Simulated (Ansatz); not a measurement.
Base system: TiPt$_{3}$ in the Cu3Au type structure (space group Pm-3m, No. 221; relaxed with 0.1 eV smearing).

```xyz
4
Lattice="3.8996 0.0000 0.0000 0.0000 3.8996 0.0000 0.0000 0.0000 3.8996" Properties=species:S:1:pos:R:3 pbc="T T T"
Ti     0.0000     0.0000     0.0000
Pt     0.0000     1.9498     1.9498
Pt     1.9498     0.0000     1.9498
Pt     1.9498     1.9498     0.0000
```

Cartesian axes are those of the cell as printed.

Method: PBEsol/PAW in Ansatz (a first-principles code), no spin-orbit coupling.

It is then changed as follows: the cell is compressed by 0.60 % along z with no lateral relaxation; the atoms relax in the strained cell.

Q: What happens to the energy relative to the base and stress?

A: The energy grows by 0.7 meV/atom; the stress (xx, yy, zz, yz, xz, xy; compression positive) amounts to (1.3, 1.3, 2.4, 0.0, 0.0, 0.0) GPa.

No phonon test of stability was made. The final runs are not spin-polarised.
